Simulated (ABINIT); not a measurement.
**Several settings converged on SnTe (I4mm, 2 atoms in the cell)**

```
SnTe
1.0
    0.00000     3.14420     3.14420
    3.14420     0.00000     3.14420
    3.14420     3.14420     0.00000
Sn Te
1 1
Direct
  0.00795   0.00795   0.99205
  0.50000   0.50000   0.50000
```

Base method: PBEsol, norm-conserving pseudopotentials (PseudoDojo nc-sr-04 PBEsol standard) (plane waves; ABINIT).

Base settings: pseudos = [Sn.upf, Te.upf]; ecut = 41 Ha; ixc = -116133; occopt = 3; tsmear = 0.00036749 Ha; ngkpt = 3 3 3; nshiftk = 1; shiftk = 0 0 0; potentials = PseudoDojo nc-sr-04 PBEsol standard; nband = 21.

The count of work is k-points × plane waves × bands × iterations; it is no time. Core times come from one kind of shared machine, to one figure; runs under 30 s give none.

**The cutoff for other potential files**

Level: DFT, PBEsol, plane waves, PAW (JTH v2.0 PBE PAW, files made for PBE).

In this ladder: pseudos = [Sn.GGA_PBE-JTH.xml, Te.GGA_PBE-JTH.xml]; nband = 15; potentials = JTH v2.0 PBE PAW; pawxcdev = 0. Moved along: pawecutdg.

The second cell is the first with its lattice scaled by 0.98.

The mesh stays at the base's, so the ladder's end is converged at best in this setting alone.

Only quantities that move along the ladder and can be compared are tabulated.

```tsv
ecut	free energy less the last step's (meV/atom)	energy of the compressed cell less the first (meV/atom)	pressure (GPa)	largest difference of a force vector from the last step's (eV/Å)	count of work / last
9 Ha	2259.99	-86.65	-65.15	0.034	0.11
11 Ha	282.09	18.78	-11.70	0.046	0.15
14 Ha	43.34	17.45	-0.09	0.018	0.19
17 Ha	31.38	18.05	-0.45	0.019	0.28
20 Ha	19.20	17.73	-0.13	0.019	0.36
24 Ha	17.25	17.28	-0.20	0.002	0.47
30 Ha	4.27	17.25	-0.19	0.001	0.65
40 Ha	0.00	17.38	-0.19	0.000	1.0
```

Coarsest ecut that holds the energy of the compressed cell less the first within 2 meV/atom of the last step, with all finer ones: 11 Ha, at 0.15 of the last step's count of work; the step before is off by 100 meV/atom.

Coarsest ecut that holds the pressure within 0.05 GPa of the last step, with all finer ones: 24 Ha; the step before is off by 0.06 GPa.

Coarsest ecut that holds the forces within 0.01 eV/Å of the last step, with all finer ones: 24 Ha; the step before is off by 0.019 eV/Å.

At the lowest cutoff the pressure lies 65.0 GPa under the last step's, the usual sign of Pulay stress in an incomplete plane-wave basis.

**The setting fft**

The mesh stays at the base's, so the ladder's end is converged at best in this setting alone.

Only quantities that move along the ladder and can be compared are tabulated.

```tsv
boxcutmin	free energy less the last step's (meV/atom)	pressure (GPa)	largest difference of a force vector from the last step's (eV/Å)	core time / last (rough)
1.2	-26.40	1.11	0.012	–
1.5	0.02	-0.11	0.000	0.8
1.8	0.00	-0.11	0.000	1.0
2.5	0.00	-0.11	0.000	1
```

Coarsest boxcutmin that holds the forces within 0.01 eV/Å of the last step, with all finer ones: 1.5; the step before is off by 0.012 eV/Å.

Coarsest boxcutmin that holds the free energy within 1 meV/atom of the last step, with all finer ones: 1.5; the step before is off by 26 meV/atom.

Coarsest boxcutmin that holds the pressure within 0.1 GPa of the last step, with all finer ones: 1.5; the step before is off by 1.2 GPa.

On the base run: the starting cell has typed, rounded lattice constants, without a prior relaxation at this level. Its lattice was rescaled by up to half a per cent. One atom was moved a little off its site on purpose.
